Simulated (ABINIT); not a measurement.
# A short convergence ladder for Ta2H (C222, 3 atoms in the cell)

```yaml
crystal:
  lattice:
    - [1.72910, -2.38333, 0.00000]
    - [1.72910, 2.38333, 0.00000]
    - [0.00000, 0.00000, 4.78236]
  atoms:
    - { symbol: Ta, position: [0.00000, 0.50000, 0.26457] }
    - { symbol: Ta, position: [0.50000, 0.00000, 0.73543] }
    - { symbol: H, position: [0.00000, 0.00000, 0.00000] }
```

Base method: LDA (PW92), PAW (JTH v2.0 LDA PAW) (plane waves; ABINIT).

Base settings: pseudos = [Ta.LDA_PW-JTH.xml, H.LDA_PW-JTH.xml]; ecut = 30 Ha; pawecutdg = 60 Ha; ixc = 7; occopt = 3; tsmear = 0.00367493 Ha; ngkpt = 5 5 3; nshiftk = 1; shiftk = 0 0 0; potentials = JTH v2.0 LDA PAW.

Core times come from one kind of shared machine, to one figure; runs under 30 s give none.

**The force threshold of a relaxation**

On Ta₂H (P2, 3 atoms in the cell): one atom moved by 0.15 angstrom.

In this ladder: ionmov = 22; ntime = 40.

The mesh stays at the base's, so the ladder's end is converged at best in this setting alone.

Only quantities that move along the ladder and can be compared are tabulated.

These are the values that this program gave, and no reference: the one-centre exchange-correlation terms come from a truncated expansion.

| tolmxf | free energy less the last step's (meV/atom) | largest force left (eV/Å) | relaxation steps | core time / last (rough) |
|---|---|---|---|---|
| 0.00389 Ha/bohr | 0.31 | 0.1325 | 3 | 0.6 |
| 0.00194 Ha/bohr | 0.05 | 0.0416 | 4 | 0.6 |
| 0.000972 Ha/bohr | 0.05 | 0.0416 | 4 | 0.5 |
| 0.000583 Ha/bohr | 0.00 | 0.0019 | 5 | 0.6 |
| 0.000389 Ha/bohr | 0.00 | 0.0019 | 5 | 0.9 |
| 0.000194 Ha/bohr | 0.00 | 0.0019 | 5 | 0.9 |
| 9.72e-05 Ha/bohr | 0.00 | 0.0019 | 5 | 0.9 |
| 3.89e-05 Ha/bohr | 0.00 | 0.0019 | 5 | 0.8 |
| 1.94e-05 Ha/bohr | 0.00 | 0.0000 | 6 | 1 |

Coarsest tolmxf that holds the free energy within 0.2 meV/atom of the last step, with all finer ones: 0.00194 Ha/bohr; the step before is off by 0.31 meV/atom.

Coarsest tolmxf that holds the largest force left within 0.01 eV/Å of the last step, with all finer ones: 0.000583 Ha/bohr; the step before is off by 0.042 eV/Å.

On the base run: the starting cell comes from a database of computed structures (which also holds hypothetical and non-ambient phases and stackings), without a prior relaxation at this level. Its lattice was rescaled by up to half a per cent. Spin polarisation is off. In the base run, with a pressure of about -11 GPa the cell is away from its equilibrium volume at this level. Without a gap this mesh is coarse (it stands for a supercell whose shortest vector is 14 Å).
